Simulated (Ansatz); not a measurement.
The parent structure is Ta in the bcc (W type) structure (space group Im-3m, No. 229; a = 3.305 Å).

Method: r2SCAN (Ansatz, a quantum-chemistry and plane-wave program; PAW; 500 eV plane waves; no spin-orbit coupling).

Before the change:

* **Lattice parameter a**: 3.305 Å

The change: a hydrostatic pressure of 0.9 GPa.

Q: What does the calculation give for the lattice parameter a after the change?

A: The lattice parameter a decreases by 0.005 Å, from 3.305 Å to 3.300 Å.

Load acts through the strain it causes; cell and atoms are relaxed under it. Whether these cells are dynamically stable was not tested. All final runs are without spin polarisation.
